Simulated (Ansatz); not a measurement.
Reference: ScGe (Cmcm), PBEsol, DFPT electron-phonon coupling, linearised Boltzmann equation (plane waves, PAW, scalar-relativistic; Ansatz, an electronic-structure program); geometry: relaxed with this functional, without spin-orbit coupling.

```cif
data_Ge2Sc2
_chemical_formula_sum 'Sc2 Ge2'
_space_group_name_H-M_alt 'P 1'
_space_group_IT_number 1
_cell_length_a 5.38179
_cell_length_b 5.38179
_cell_length_c 3.73846
_cell_angle_alpha 90.000
_cell_angle_beta 90.000
_cell_angle_gamma 136.694
loop_
_space_group_symop_operation_xyz
  'x, y, z'
loop_
_atom_site_label
_atom_site_type_symbol
_atom_site_fract_x
_atom_site_fract_y
_atom_site_fract_z
_atom_site_occupancy
Sc1 Sc 0.86339 0.13661 0.75000 1
Sc2 Sc 0.13661 0.86339 0.25000 1
Ge1 Ge 0.58968 0.41032 0.75000 1
Ge2 Ge 0.41032 0.58968 0.25000 1
```

- resistivity at 300 K = 32 μΩ·cm

Task: Swap Ge for Si, keeping the structure type. How do these values move?

Result: ScSi (Cmcm): volume per atom 18.6 to 17.6 Å³; resistivity at 300 K falls (32 μΩ·cm to 27 μΩ·cm).

Task: Swap Ge for Al, keeping the structure type. How do these values move?

Result: ScAl (Cmcm): volume per atom 18.6 to 19.7 Å³; resistivity at 300 K rises (32 μΩ·cm to 47 μΩ·cm).

Moves up to 6 % count as about the same. Metals; harmonic phonons alone scatter; means over directions. Halving the electron mesh moves these values by up to 4 %; q meshes are mostly untested. Some of the runs warned that the eigensolver left states short of its tolerance. Spin-orbit coupling is left out.

Computed structure with no diffraction record at hand here (it may be known, metastable or hypothetical): ScAl (Cmcm), ScSi (Cmcm).
